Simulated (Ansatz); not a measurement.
Start from Hf in the hcp (Mg type) structure (space group P6_3/mmc, No. 194; a = 3.204 Å, c = 5.073 Å; relaxed with 0.1 eV smearing). Axes: x lies along a and z along c of the hexagonal cell.

All numbers come from PBE (Ansatz, a program for electronic structure; PAW; 420 eV plane waves; spin-orbit coupling left out).

One thing is altered: uniaxial strain ε_zz = +3.00 %, all other strain components held at zero, atoms relaxed at fixed cell.

Question: Predict the stress tensor and what it implies for the stiffness.

Answer: Stress of the strained cell less that of the base (GPa, compression positive):
```
   -1.9     0.0     0.0
    0.0    -1.9     0.0
    0.0     0.0    -5.3
```

Then −Δσ_ii/ε with ε = 0.0300 gives secant stiffness values (nonlinear terms included at this strain): C33 ≈ 178 GPa, C13 ≈ 62 GPa and C23 ≈ 62 GPa.

As a check, the harmonic strain energy −½ V₀ Δσ:ε is 11 meV/atom; the computed energy rise is 12 meV/atom.

Stability against distortions was not tested. All final runs are without spin polarisation.
